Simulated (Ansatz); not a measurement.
**Effect of Ti → Cr on TiAl3**

Base system: TiAl3 (space group I4/mmm, No. 139; a = 3.8242 Å, c = 8.5606 Å).

It is then changed as follows: Cr takes the place of Ti on all its sites; the structure is relaxed again.

Calculations: r2SCAN in Ansatz (plane waves to 500 eV, PAW, no spin-orbit coupling). k-mesh 17×17×17 (Γ-centred); smearing 0.05 eV (Fermi–Dirac).

```yaml
volume_per_atom: 14.55 Å³ (base 15.65 Å³)
density: 3.79 g/cm³ (base 3.42 g/cm³)
lattice_parameter_a: 3.802 Å (base 3.824 Å)
c/a ratio: 2.118 (base 2.239)
space_group: I4/mmm (No. 139) (base I4/mmm (No. 139))
shortest_interatomic_distance: 2.688 Å (base 2.704 Å)
band_gap: zero (base zero)
magnetic_state: ferromagnetic (base not spin-polarised)
largest_site_moment: 2.39 μB (base 0.00 μB)
```

The magnetic state is the one reached from the starting moments; the real material's order can differ, and small cells can't hold many antiferromagnetic ones. Whether these cells are dynamically stable was not tested. For Al3Cr in this form, whether it has been made was not checked. Spin-polarised in the final run: Al3Cr; the other runs are not.

Ansatz is an electronic-structure program.
